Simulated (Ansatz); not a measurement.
## How far PBE-D3(BJ) and PBEsol-D3(BJ) part for TiS2

Start from TiS$_{2}$ in the CdI2 type structure (space group P-3m1, No. 164; a = 3.360 Å, c = 5.523 Å; layered, stacked along the Cartesian z axis).

(Cell as relaxed with PBE-D3(BJ).)

Levels (all Ansatz, a program for electronic structure, PAW, earlier PAW set): PBE-D3(BJ) (420 eV, no spin-orbit coupling); PBEsol-D3(BJ) (420 eV, no spin-orbit coupling).

Each level relaxes its own structure.

```
quantity             PBE-D3(BJ)  PBEsol-D3(BJ)
-------------------  ----------  -------------
volume per atom        18.00 Å³       16.77 Å³
lattice parameter a     3.360 Å        3.298 Å
lattice parameter c     5.523 Å        5.340 Å
band gap                   zero           zero
```

PBE-D3(BJ)'s volume per atom lies 1.239 Å³ above PBEsol-D3(BJ)'s (7.4 %); PBE-D3(BJ)'s lattice parameter a lies 0.0626 Å above PBEsol-D3(BJ)'s (1.9 %); PBE-D3(BJ)'s lattice parameter c lies 0.183 Å above PBEsol-D3(BJ)'s (3.4 %); the two agree on the band gap. Neither level is exact; PBEsol-D3(BJ) is the comparison here, not a measurement.

Whether these cells are dynamically stable was not tested. The final runs are not spin-polarised. The zero or small gap of TiS2 can change with the level of theory.
